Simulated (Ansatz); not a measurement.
Response to strain in KTaO3

Consider KTaO$_{3}$ in the cubic perovskite structure (space group Pm-3m, No. 221; a = 4.024 Å).

Strains are applied to the cell and any free atomic positions relax.

Method: PBE, PAW, 420 eV (Ansatz, a program for electronic structure; without spin-orbit coupling).

| case | shortest interatomic distance | band gap | pressure |
|---|---|---|---|
| base | 2.012 Å | 2.16 eV | 0.1 kbar |
| isotropic strain −3.00 % | 1.952 Å | 2.36 eV | 210.8 kbar |
| isotropic strain −2.40 % | 1.964 Å | 2.33 eV | 161.5 kbar |
| isotropic strain −1.80 % | 1.976 Å | 2.28 eV | 115.9 kbar |
| isotropic strain −1.20 % | 1.988 Å | 2.24 eV | 74.0 kbar |
| isotropic strain −0.60 % | 2.000 Å | 2.20 eV | 35.5 kbar |

With Ta present, leaving out spin-orbit coupling can change the band edges. No phonon test of stability was made.
